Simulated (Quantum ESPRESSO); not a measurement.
Worked example: self-consistent single point of Ti (P6_3/mmc, 4 atoms in the cell) in Quantum ESPRESSO.

Level of theory: vdW-DF-cx, PseudoDojo standard norm-conserving (PBE) pseudopotentials (plane waves; Quantum ESPRESSO 7.5).

```
Ti
1.0
    2.97545     0.00000     0.00000
   -1.48772     2.57681     0.00000
    0.00000     0.00000     9.57351
Ti
4
Direct
  0.00000   0.00000   0.00000
  0.00000   0.00000   0.50000
  0.33333   0.66667   0.25000
  0.66667   0.33333   0.75000
```

Reference input (self-consistent single point, DFT, PBEsol, plane waves, PseudoDojo standard norm-conserving (PBESOL) pseudopotentials): ecutwfc = 85 Ry; occupations = smearing; smearing = marzari-vanderbilt; degauss = 0.0036749 Ry; potentials = {Ti: Ti.upf}; K_POINTS = automatic 10 10 3 0 0 0; conv_thr = 1e-10 Ry. This run's input differs from it in these lines:

```diff
@@ -16,2 +16,3 @@
     degauss = 0.0036749,
+    input_dft = 'vdw-df-cx',
 /
```

Its files differ too (potentials: PseudoDojo standard norm-conserving (PBE)).

Log, with long lists cut:

```
     Self-consistent Calculation

     iteration #  1     ecut=    85.00 Ry     beta= 0.70

     Threshold (ethr) on eigenvalues was too large:
     Diagonalizing with lowered threshold

     total energy              =    -474.52532808 Ry
     estimated scf accuracy    <       0.20602818 Ry

     iteration #  2     ecut=    85.00 Ry     beta= 0.70

     total energy              =    -474.53774926 Ry
     estimated scf accuracy    <       0.19043076 Ry

     iteration #  3     ecut=    85.00 Ry     beta= 0.70

     total energy              =    -474.46915274 Ry
     estimated scf accuracy    <       2.37908875 Ry

   [... 16 blocks of this kind left out ...]

     iteration # 20     ecut=    85.00 Ry     beta= 0.70

     total energy              =    -474.60290283 Ry
     estimated scf accuracy    <          1.1E-09 Ry

     iteration # 21     ecut=    85.00 Ry     beta= 0.70
     End of self-consistent calculation

     the Fermi energy is    12.3889 ev

!    total energy              =    -474.60290283 Ry
     estimated scf accuracy    <          6.5E-11 Ry
     smearing contrib. (-TS)   =      -0.00002110 Ry
     internal energy E=F+TS    =    -474.60288173 Ry

     convergence has been achieved in  21 iterations

     Forces acting on atoms (cartesian axes, Ry/au):

     atom    1 type  1   force =     0.00000000   -0.00000000    0.00000000
   [... zero for the other atoms too ...]

     Total force =     0.000000     Total SCF correction =     0.000000

          total   stress  (Ry/bohr**3)                   (kbar)     P=      -84.39
  -0.00055612  -0.00000000   0.00000000          -81.81       -0.00        0.00
  -0.00000000  -0.00055612   0.00000000           -0.00      -81.81        0.00
   0.00000000   0.00000000  -0.00060888            0.00        0.00      -89.57

   JOB DONE.
```

The run converged in 21 iterations. Against the reference run the pressure goes from -8.80 to -8.44 GPa. The full log also holds: “c_bands:  3 eigenvalues not converged”.

The starting cell was generated: these elements placed on a structure prototype, without a prior relaxation; it need not be a known phase or ordering of this composition. Its lattice was rescaled by a random factor within 2.5 % of one. Spin polarisation is off. With a pressure of about -8 GPa the cell is away from its equilibrium volume at this level.

Cost on one core of a shared machine: roughly 5 min.
